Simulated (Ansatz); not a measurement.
System: cubic perovskite KNiF₃. Method: r²SCAN+rVV10 (Ansatz, an electronic-structure program, PAW).

Input:

Ansatz 0.2 input:
```yaml
crystal:
  lattice:
    - [3.9893421832, 0.0, 0.0]
    - [0.0, 3.9893421832, 0.0]
    - [0.0, 0.0, 3.9893421832]
  atoms:
    - { symbol: K, position: [0.0, 0.0, 0.0], spin: 0.0 }
    - { symbol: Ni, position: [0.5, 0.5, 0.5], spin: 2.0 }
    - { symbol: F, position: [0.5, 0.0, 0.5], spin: 0.0 }
    - { symbol: F, position: [0.0, 0.5, 0.5], spin: 0.0 }
    - { symbol: F, position: [0.5, 0.5, 0.0], spin: 0.0 }
basis:
  ecutwfc: 560
  ecutrho_ratio: 4
  xc_grid: 3
kpoints:
  mp_grid: { grid: [8, 8, 8] }
  band_path:
    path:
      - [0.0, 0.0, 0.0]
      - [0.0, 0.071429, 0.0]
      - [0.0, 0.142857, 0.0]
      - [0.0, 0.214286, 0.0]
      - [0.0, 0.285714, 0.0]
      - [0.0, 0.357143, 0.0]
      - [0.0, 0.428571, 0.0]
      - [0.0, 0.5, 0.0]
      - [0.071429, 0.5, 0.0]
      - [0.142857, 0.5, 0.0]
      - [0.214286, 0.5, 0.0]
      - [0.285714, 0.5, 0.0]
      - [0.357143, 0.5, 0.0]
      - [0.428571, 0.5, 0.0]
      - [0.5, 0.5, 0.0]
      - [0.454545, 0.454545, 0.0]
      - [0.409091, 0.409091, 0.0]
      - [0.363636, 0.363636, 0.0]
      - [0.318182, 0.318182, 0.0]
      - [0.272727, 0.272727, 0.0]
      - [0.227273, 0.227273, 0.0]
      - [0.181818, 0.181818, 0.0]
      - [0.136364, 0.136364, 0.0]
      - [0.090909, 0.090909, 0.0]
      - [0.045455, 0.045455, 0.0]
      - [0.035714, 0.035714, 0.035714]
      - [0.071429, 0.071429, 0.071429]
      - [0.107143, 0.107143, 0.107143]
      - [0.142857, 0.142857, 0.142857]
      - [0.178571, 0.178571, 0.178571]
      - [0.214286, 0.214286, 0.214286]
      - [0.25, 0.25, 0.25]
      - [0.285714, 0.285714, 0.285714]
      - [0.321429, 0.321429, 0.321429]
      - [0.357143, 0.357143, 0.357143]
      - [0.392857, 0.392857, 0.392857]
      - [0.428571, 0.428571, 0.428571]
      - [0.464286, 0.464286, 0.464286]
      - [0.5, 0.5, 0.5]
      - [0.454545, 0.5, 0.454545]
      - [0.409091, 0.5, 0.409091]
      - [0.363636, 0.5, 0.363636]
      - [0.318182, 0.5, 0.318182]
      - [0.272727, 0.5, 0.272727]
      - [0.227273, 0.5, 0.227273]
      - [0.181818, 0.5, 0.181818]
      - [0.136364, 0.5, 0.136364]
      - [0.090909, 0.5, 0.090909]
      - [0.045455, 0.5, 0.045455]
      - [0.5, 0.5, 0.428571]
      - [0.5, 0.5, 0.357143]
      - [0.5, 0.5, 0.285714]
      - [0.5, 0.5, 0.214286]
      - [0.5, 0.5, 0.142857]
      - [0.5, 0.5, 0.071429]
    npoints: 1
hamiltonian:
  xc: r2scan
  dispersion: rvv10
  pseudopotentials: { kind: paw }
scf:
  occupations: { method: fermi_dirac, width: 0.01 }
  convergence: { dr2_threshold: 0.0000000005 }
output:
  forces: true
  stress: true
  eigenvalues: true
  write_bands: true
magnetization:
  spin_polarized: true
```

From the output:

```
Crystal: 5 atoms, lattice volume = 63.490 Å³
Basis set: ecut = 560 eV, 1935 PW (Γ), exchange–correlation on 96×96×96 points (27 copies of the dense FFT grid, shifted against one another)
Bands: 30, of which v1, the nominal top of the filled ones, is band 24 counted from 1 (23 counted from 0)
Symmetry: 48 space group operations
Space group: Pm-3m (ITA 221), of the structure as read, at distance tolerance 4.0e-5 Å
k-points: 35 of 512
Initial density: superposition of atomic densities (chi_scale 0.1, normalization cell, long waves kept (reshape's long-wave potential 0.00 eV rms))
Functional: x = r2scan, c = r2scan + rvv10(b = 11.95, C = 0.0093); τ floored in thin density (d = 2e-4 eV/Å³)
spin=Collinear: Kerker preconditioning applied to the charge; magnetization (m = ρ↑ − ρ↓) channel mixes plain (no charge-response kernel on spin).
spin=Collinear: Resta preconditioning applied to the charge; magnetization (m = ρ↑ − ρ↓) channel mixes plain (no charge-response kernel on spin).
SCF 1 converged in 18 iterations: F = -9818.715560 eV  dr2 = 2.74e-10
SCF converged after 18 iterations
Magnetization: 2.0000 μB (25.0000 up, 23.0000 down)
Free energy (F): -9818.715560 eV
Internal energy: -9818.715560 eV  (E = F + TS)
E sigma→0 (E₀):  -9818.715560 eV
Fermi energy:    7.233981 eV
--- Forces (eV/Å), atoms counted from 1 ---
  atom   1  K      0.00000000     0.00000000     0.00000000
  atom   2  Ni     0.00000000    -0.00000000    -0.00000000
  atom   3  F     -0.00000000    -0.00000000     0.00000000
  atom   4  F      0.00000000     0.00000000     0.00000000
  atom   5  F      0.00000000    -0.00000000    -0.00000000
--- Stress (GPa, compression-positive) ---
        0.001521       0.000000      -0.000000
       -0.000000       0.001521       0.000000
       -0.000000       0.000000       0.001521
  P = ⅓ Tr σ = 0.0015 GPa (0.015 kbar)
```

The PAW data were made under PBE.

The run is spin-polarised with parallel starting moments, which need not be the measured order.

Note: the magnetic order was assumed, not searched for or taken from measurement. Note: without U or exact exchange, gaps and moments of open d shells tend to come out too small.

It cost about 60 core-seconds (a rough figure) of CPU time.
